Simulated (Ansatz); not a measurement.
Reference: CaO (Fm-3m), PBEsol, rigid bands (plane waves, PAW, scalar-relativistic; Ansatz, a first-principles code); axes and stresses refer to this cell.

```xyz
2
Lattice="0.0000 2.3836 2.3836 2.3836 0.0000 2.3836 2.3836 2.3836 0.0000" Properties=species:S:1:pos:R:3 pbc="T T T"
Ca     0.0000     0.0000     0.0000
O      2.3836     2.3836     2.3836
```

The Seebeck coefficient, p-type 1e19 cm⁻³ is 449 μV/K. The band gap comes out as 3.55 eV and the Seebeck coefficient, n-type 1e19 cm⁻³ is -331 μV/K.

Question: Change: functional PBE, cell relaxed with it. What happens to Seebeck coefficient, p-type 1e19 cm⁻³, band gap, Seebeck coefficient, n-type 1e19 cm⁻³?

Answer: Seebeck coefficient, p-type 1e19 cm⁻³ moves little, to 454 μV/K; band gap goes up to 3.66 eV; Seebeck coefficient, n-type 1e19 cm⁻³ moves little, to -337 μV/K.

Seebeck coefficients are for the stated density at 300 K, with one relaxation time for all states and whether or not that doping can be reached. Spin-orbit coupling is left out unless a row names it.
